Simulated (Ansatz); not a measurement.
**How the band gap of In2Si2O7 (Fd-3m, No. 227, 22 atoms in the cell; start mp-19784) moves with the method**

No measured value is used here.

| level (code) | value (eV) |
|---|---|
| LDA (Ansatz) | 1.91 |
| PBEsol+SOC (Ansatz) | 1.95 (indirect) |
| r²SCAN+SOC (Ansatz) | 2.65 (indirect) |
| HSE06 (Ansatz) | 3.69 |

Computed values are for a static lattice. Levels without +SOC have no spin–orbit coupling; where heavier elements are present it shifts gaps, mostly down, and can invert bands.  PBEsol+SOC, r²SCAN+SOC: the gap is read on the k mesh or supercell of the run alone and can be too large. Values are at the PBEsol cell. Cutoffs and k meshes differ between the levels. Ansatz's density-functional and Hartree–Fock values are scalar-relativistic unless marked +SOC, with PAW data made under PBE.

A start named mp-… is a Materials Project structure, which need not be a measured phase.

Ansatz is a first-principles code.
